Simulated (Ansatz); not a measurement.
Consider the following.

```
CELL_PARAMETERS angstrom
      0.00000     3.08885     3.08885
      3.08885     0.00000     3.08885
      3.08885     3.08885     0.00000
ATOMIC_POSITIONS crystal
  Se 0.00000 0.00000 0.00000
  Pb 0.50000 0.50000 0.50000
```

No spin polarisation.

Computed with Ansatz (a first-principles code), r2SCAN, PAW, cutoff 500 eV, no spin-orbit coupling, earlier PAW set. Γ-centred 9×9×9 mesh, Fermi–Dirac width 0.05 eV.

**Question.** Predict the electron mass, gap character and band gap.

**Answer.** Electron mass: 0.19 mₑ along k, 0.14 mₑ across (at L)
Gap character: direct at L
Band gap: 0.67 eV

With Pb present, leaving out spin-orbit coupling can change the band edges. Effective masses come from finite differences of ±0.01 Å⁻¹. Along k means along the line from Γ to the band edge. No phonon test of stability was made. The cell was made from PbTe by this change: Te → Se.
